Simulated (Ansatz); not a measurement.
Start from WS2 in the 2H-MoS2 type structure (space group P6_3/mmc, No. 194; a = 3.115 Å, c = 11.773 Å; layered, stacked along the Cartesian z axis). Axes: x lies along a and z along c of the hexagonal cell.

Perturbation: strain tensor (xx, yy, zz, yz, xz, xy) = (−1.23, −0.21, +0.67, +0.41, −0.79, +1.04) %; the atoms relax in the strained cell.

Levels (all Ansatz, a program for electronic structure, PAW, earlier PAW set): PBEsol-D3(BJ) (420 eV, no SOC); r2SCAN (500 eV, no spin-orbit coupling).

The geometry is relaxed with PBEsol-D3(BJ).

- PBEsol-D3(BJ) lowest conduction level above the VBM at special points: Γ 2.18 eV; Y 2.22 eV; U 2.43 eV; X 2.45 eV
- PBEsol-D3(BJ) smallest direct gap: 2.04 eV
- PBEsol-D3(BJ) width of the top valence band: 1.95 eV

With r2SCAN at the same geometry, the lowest conduction level above the VBM at special points goes from Γ 2.18 eV; Y 2.22 eV; U 2.43 eV; X 2.45 eV to Γ 2.29 eV; Y 2.35 eV; U 2.63 eV; X 2.59 eV; the smallest direct gap goes up by 0.155 eV to 2.19 eV; the width of the top valence band goes up by 0.09 eV (1.95 eV → 2.04 eV).

Single points use the geometry relaxed with PBEsol-D3(BJ). Spin-orbit coupling, missing from the scalar runs, can matter with W. Stability against distortions was not tested. Labels are those of the standard path for the cell's own space group.
